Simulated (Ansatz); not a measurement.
## Effect of biaxial strain +4.22 %, plane normal [001], relaxed out of plane on Sb

Consider Sb (space group R-3m, No. 166; a = 4.320 Å, c = 11.023 Å (hexagonal axes); relaxed with 0.1 eV smearing). Axes: x lies along a and z along c of the hexagonal cell.

Modification: tensile biaxial strain of 4.22 % in the plane normal to [001], as in epitaxy on a mismatched substrate; the out-of-plane cell vector and the atoms relax.

The values are results of PBE-D3(BJ) (Ansatz, an electronic-structure program; PAW; 420 eV plane waves; without spin-orbit coupling), not measurements. k-mesh 16×16×16 (Γ-centred); smearing 0.1 eV (Fermi–Dirac).

```csv
quantity,base,changed,shift
volume per atom,29.69 Å³,30.65 Å³,+0.965 Å³
space group,R-3m (No. 166),R-3m (No. 166),–
shortest interatomic distance,2.934 Å,2.988 Å,+0.054 Å
energy relative to the base (free energy F),0 meV/atom,+29 meV/atom,+29 meV/atom
"pressure (mean of the normal stresses, compression positive)",0.0 GPa,-2.3 GPa,-2.3 GPa
band gap,zero,zero,–
out-of-plane strain,–,-4.94 %,–
ratio −ε⊥/ε∥,–,1.17,–
mean in-plane stress (compression positive),–,-3.5 GPa,–
```

Final structure (turned so that z lies along the plane normal):

```xyz
2
Lattice="4.5019 0.0000 0.0000 2.2510 3.8988 0.0000 2.2510 -1.2996 3.4929" Properties=species:S:1:pos:R:3 pbc="T T T"
Sb     4.5019     0.0000     2.4832
Sb     4.5019     2.5992     1.0097
```

Spin-orbit coupling, missing from the scalar runs, can matter with Sb. Whether these cells are dynamically stable was not tested.
